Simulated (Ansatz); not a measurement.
The reference is Ir in the fcc (Cu type) structure (space group Fm-3m, No. 225; relaxed with 0.1 eV smearing).

```yaml
crystal:
  lattice:
    - [0.00000, 1.93579, 1.93579]
    - [1.93579, 0.00000, 1.93579]
    - [1.93579, 1.93579, 0.00000]
  atoms:
    - { symbol: Ir, position: [0.00000, 0.00000, 0.00000] }
```

Calculations: PBE (Ansatz, a first-principles code), scalar-relativistic without spin-orbit coupling.

For the base:

| Quantity | Value |
|---|---|
| Pressure | 0.0 GPa |

The change: every lattice vector is shortened by 1.00 %, atoms relaxed at fixed cell.

Q: What happens to the energy relative to the base?

A: The energy increases by 15 meV/atom.

Q: Predict the new pressure.

A: The pressure goes from zero to 11.3 GPa.

The cells carry an imposed strain or load. Stability against distortions was not tested. All final runs are without spin polarisation.
